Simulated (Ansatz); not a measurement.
Start from Sn in the diamond structure (space group Fd-3m, No. 227; a = 6.4745 Å; relaxed with 0.1 eV smearing).

The values are results of LDA (Ansatz, a quantum-chemistry and plane-wave program; PAW; 420 eV plane waves; no spin-orbit coupling), not measurements.

For the base:

Pressure: 0.0 GPa
Band gap: zero

The change: an isotropic linear strain of +1.00 %; the atoms relax in the strained cell.

Task: What happens to the pressure, band gap and energy relative to the base?

Result: The pressure goes from zero to -1.3 GPa; the band gap remains zero; the energy goes up by 4.2 meV/atom.

No phonon test of stability was made.
